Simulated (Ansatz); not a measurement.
The reference is HfN in the rock salt structure (space group Fm-3m, No. 225; relaxed with 0.1 eV smearing).

```yaml
crystal:
  lattice:
    - [0.00000, 2.23415, 2.23415]
    - [2.23415, 0.00000, 2.23415]
    - [2.23415, 2.23415, 0.00000]
  atoms:
    - { symbol: Hf, position: [0.00000, 0.00000, 0.00000] }
    - { symbol: N, position: [0.50000, 0.50000, 0.50000] }
```

Computed with DFT with LDA, PAW potentials and a 420 eV plane-wave cutoff in Ansatz (an electronic-structure program), no spin-orbit coupling.

Strains are applied to the cell and any free atomic positions relax.

One change was made to it. Results:

The pressure goes from zero to -22.1 GPa; the energy rises by 77 meV/atom.

### Question
Which of these changes matches the shifts?
A. isotropic strain +2.00 %
B. isotropic strain −2.50 %
C. isotropic strain +3.00 %
D. isotropic strain +2.50 %

### Answer
C, isotropic strain +3.00 %. For comparison, the energy relative to the base in the other runs: isotropic strain +2.00 % gives +35 meV/atom; isotropic strain +2.50 % gives +54 meV/atom; isotropic strain −2.50 % gives +64 meV/atom.

Stability against distortions was not tested. The final runs are not spin-polarised. An odd electron count without spin: HfN.
